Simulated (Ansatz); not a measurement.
White tin (β-Sn), treated with PBEsol+SOC in Ansatz (PAW).

Run with plane-wave cutoff 520 eV, 20×20×20 k mesh, Fermi–Dirac smearing 0.05 eV, PAW data made under PBE.

Shape and atoms are relaxed at each volume.

Pressure at four volumes; x = ln(V/26.875 Å³). One pressure is withheld.

```json
[
 {"V (Å³/atom)": "25.800", "x": "-0.0408", "P (GPa)": "?"},
 {"V (Å³/atom)": "26.338", "x": "-0.0202", "P (GPa)": "1.19"},
 {"V (Å³/atom)": "26.875", "x": "0.0000", "P (GPa)": "0.00"},
 {"V (Å³/atom)": "27.950", "x": "0.0392", "P (GPa)": "-1.99"}
]
```

Pass a parabola P(x) through the three rows shown, estimate the bulk modulus and its pressure derivative near zero pressure, and predict the withheld pressure.

Slopes between the rows: (0.00 − (1.19))/(0.0000 − (-0.0202)) = -58.91 and (-1.99 − (0.00))/(0.0392 − (0.0000)) = -50.77 GPa. Their difference over the span 0.0594 is c = 8.14/0.0594 = 137.0 GPa, so P(x) = 1.19 + (-58.91)(x − (-0.0202)) + 137.0 (x − (-0.0202))(x − (0.0000)). At the middle row B = −dP/dx = −[-58.91 + 137.0 × 0.0202] = 56.1 GPa, and B′ = dB/dP = 2c/B = 4.9. At x = -0.0408 the parabola gives 2.52 GPa; the run gives 2.52 GPa. The Birch–Murnaghan fit to the energies at all volumes has B0 = 55.9 GPa and B′ = 4.8.

Measured, for comparison: bulk modulus 57.0 GPa (temperature not stated, not corrected to a static lattice; as tabulated in Chen et al. (2023), arXiv:2209.05059). Computed (rounded) less measured: bulk modulus -2 %.

Note: the bulk modulus comes from volumes at which shape and atoms were relaxed.

Ansatz is a first-principles code.
